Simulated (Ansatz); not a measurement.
Candidates (primitive cells; geometry: cell and atoms relaxed with PBEsol):
A. GaP (F-43m), a = 3.846 Å, b = 3.846 Å, c = 3.846 Å, α = 60.00°, β = 60.00°, γ = 60.00°
B. GaAs (F-43m), a = b = c = 4.001 Å, α = β = γ = 60.00°
C. AlAs (F-43m), a = 4.0127 Å, b = 4.0127 Å, c = 4.0127 Å, α = 60.00°, β = 60.00°, γ = 60.00°
D. CdSe (F-43m), a = b = c = 4.300 Å, α = β = γ = 60.00°

Task: Put the candidates in order of Seebeck coefficient, n-type 1e19 cm⁻³, lowest first, for PBEsol, rigid bands run with Ansatz (a quantum-chemistry and plane-wave program).

Result: A (-332 μV/K), C (-263 μV/K), D (-47 μV/K), B (-33 μV/K)

Seebeck coefficients are for the stated density at 300 K, with one relaxation time for all states and whether or not that doping can be reached. Spin-orbit coupling is left out.
